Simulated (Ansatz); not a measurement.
**Hypothetical rock salt BeS: pressure series**

Consider BeS in the rock salt structure (space group Fm-3m, No. 225; a hypothetical phase, not in the database extracts checked).

```yaml
crystal:
  lattice:
    - [0.00000, 2.29499, 2.29499]
    - [2.29499, 0.00000, 2.29499]
    - [2.29499, 2.29499, 0.00000]
  atoms:
    - { symbol: S, position: [0.00000, 0.00000, 0.00000] }
    - { symbol: Be, position: [0.50000, 0.50000, 0.50000] }
```

Cell and atoms are relaxed at each pressure.

Levels (all Ansatz, an electronic-structure program, PAW): PBEsol (420 eV, no SOC); HSE06 (420 eV, no spin-orbit coupling).

Band gaps by level, all at the geometries relaxed with PBEsol:

```tsv
case	PBEsol	HSE06
base	0.95 eV	1.75 eV
pressure 0.3 GPa	0.95 eV	1.76 eV
pressure 0.7 GPa	0.95 eV	1.76 eV
pressure 1.5 GPa	0.95 eV	1.76 eV
pressure 3 GPa	0.96 eV	1.77 eV
pressure 5 GPa	0.96 eV	1.77 eV
pressure 7.5 GPa	0.96 eV	1.78 eV
pressure 10 GPa	0.97 eV	1.78 eV
```

Single points use the geometry relaxed with PBEsol. HSE06 gaps are upper bounds (no full band path). Load acts through the strain it causes; cell and atoms are relaxed under it. Whether these cells are dynamically stable was not tested. No other phases were tried under pressure.
